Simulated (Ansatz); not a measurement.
Ag interstitial in alpha quartz: one set of geometries, relaxed with PBE, evaluated in Ansatz (PAW, plane waves to 420 eV, 500 eV under r2SCAN) with PBE, r2SCAN.

Cell and caveats: 72-site cell; 2×2×2 Γ-centred k-points; start: void with 4O nearest, no. 2; charged states image-corrected; energies good to tenths of an eV; flagged in the runs: a host whose relaxation on this sampling wasn't shown to rest, a strain field that reaches the edge of the cell.

```json
[
 {"quantity": "host gap (eV)", "PBE": "5.68", "r2SCAN": "6.32"},
 {"quantity": "ε(+1/0) above the VBM (eV)", "PBE": "4.51", "r2SCAN": "5.11"},
 {"quantity": "neutral formation energy against fcc Ag (eV)", "PBE": "4.48", "r2SCAN": "4.35"},
 {"quantity": "largest moment on one atom at charge 0 (μB)", "PBE": "0.13", "r2SCAN": "0.13"}
]
```

PBE narrows the gap by 0.64 eV against r2SCAN, the highest level run, and puts the levels 0.60 eV lower above the valence-band maximum on average.

Ansatz is a program for electronic structure.
